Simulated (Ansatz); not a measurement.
Symmetric slabs, relaxed from ideal cuts in 1x1 cells, of elemental solids: work function (eV) by functional, in Ansatz (plane waves, PAW). All structures are PBE's; the other columns are single points with references at the same level. No spin-orbit coupling, Hubbard U or dispersion.

| system | PBE | LDA | PBEsol | RPBE | r2SCAN |
|---|---|---|---|---|---|
| hcp Lu (10-13), ideal cut with outer spacing 0.26 Å | 3.04 | 3.22 | 3.10 | 2.94 | 3.07 |
| hcp Zr (21-33), ideal cut with outer spacing 0.15 Å | 3.64 | (withheld) | 3.72 | 3.52 | 3.67 |
| fcc Sr (311), ideal cut with outer spacing 1.82 Å | 2.53 | (withheld) | 2.57 | 2.45 | 2.54 |
| hcp Zn (31-40), ideal cut with outer spacing 0.21 Å | 4.18 | 4.47 | 4.27 | 4.05 | (withheld) |
| hcp Re (22-43), ideal cut with outer spacing 0.31 Å | 4.48 | 4.79 | 4.58 | 4.34 | 4.51 |
| hcp Zr (30-31), ideal cut with outer spacing 0.46 Å | 3.76 | 3.99 | 3.83 | 3.62 | (withheld) |
| hcp Be (31-43), ideal cut with outer spacing 0.08 Å | 4.67 | 4.84 | 4.72 | 4.58 | 4.67 |
| beta tin (323), ideal cut with outer spacing 0.23 Å | 4.12 | 4.39 | 4.20 | 4.00 | 4.25 |
| bcc Nb (311), ideal cut with outer spacing 0.50 Å | 3.67 | 3.95 | 3.76 | 3.52 | 3.64 |
| hcp Os (10-13), ideal cut with outer spacing 0.21 Å | 4.70 | (withheld) | 4.81 | 4.55 | 4.71 |
| fcc Ni, ferromagnetic (310), ideal cut with outer spacing 0.56 Å | 4.58 | 4.95 | 4.68 | 4.41 | – |
| hcp Zn (32-50), ideal cut with outer spacing 0.17 Å | 4.14 | 4.45 | 4.23 | (withheld) | 4.21 |

### Question
Complete the blanks.

### Answer

- hcp Zr (21-33), ideal cut with outer spacing 0.15 Å, LDA: 3.87
- fcc Sr (311), ideal cut with outer spacing 1.82 Å, LDA: 2.66
- hcp Zn (31-40), ideal cut with outer spacing 0.21 Å, r2SCAN: 4.29
- hcp Zr (30-31), ideal cut with outer spacing 0.46 Å, r2SCAN: 3.76
- hcp Os (10-13), ideal cut with outer spacing 0.21 Å, LDA: 5.03
- hcp Zn (32-50), ideal cut with outer spacing 0.17 Å, RPBE: 3.99

The rows are a random draw from the class, without slabs that broke up, higher cuts of a face and adsorbates that left their site. Mean shift from PBE over these rows: LDA 0.26 eV (from 0.13 to 0.36, 12 rows); PBEsol 0.08 eV (from 0.04 to 0.11, 12 rows); RPBE -0.13 eV (from -0.18 to -0.08, 12 rows); r2SCAN 0.04 eV (from -0.03 to 0.13, 11 rows).

Ansatz is a program for electronic structure.
